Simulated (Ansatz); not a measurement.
System: BaAl2O4 (C2, No. 5, 14 atoms in the cell; start mp-1228007; a measured phase of this formula has another space group). Method: G0W0@PBEsol (Ansatz, a quantum-chemistry and plane-wave program, hard PAW, contour deformation, complete-basis limit).

Numerical settings: largest k mesh 6×6×4 (not extrapolated in the mesh).

Cell (relaxed with PBEsol):

Al₂BaO₄ is modelled in the monoclinic space group C2 (No. 5), Pearson symbol mS28. Cell: a = 8.9870 Å, b = 5.1914 Å, c = 8.8688 Å, α = γ = 90.00°, β = 90.72°. Ba on 4c sees 9 O at 2.768–3.137 Å. Al1 on 4c is coordinated by 4 O at 1.747–1.760 Å (tetrahedral). Al2 on 4c sees 4 O at 1.747–1.762 Å (tetrahedral). O1 on 4c sees 2 Al at 1.747 Å and 3 Ba at 2.860–3.137 Å (trigonal bipyramidal). O2 on 4c has 2 Al at 1.759 Å and 1 Ba at 2.788 Å and 1 Ba at 2.944 Å. O3 on 2b is coordinated by 2 Al at 1.755 Å and 2 Ba at 2.851 Å. O4 on 4c has 2 Al at 1.754–1.758 Å and 1 Ba at 2.768 Å and 1 Ba at 2.982 Å. O5 on 2a is coordinated by 2 Al at 1.762 Å and 2 Ba at 2.852 Å. (Neighbours: up to the widest gap in distance over summed covalent radii, below 1.35, at either atom; cation-cation and far metal-metal contacts left out.)
(The calculation used a cell of 14 atoms; values per cell refer to that cell.)

### Question
What does this level give for the band gap?

### Answer

* **band gap**: 6.47 eV

Note: the correction to the complete basis was taken at k points off the band edges; the gap holds a correction of +0.65 eV to the complete basis, taken at k points off the band edges.

Spin–orbit coupling is not included.

Computed values are for the static lattice.

A start named mp-… is a Materials Project structure, which need not be a measured phase.
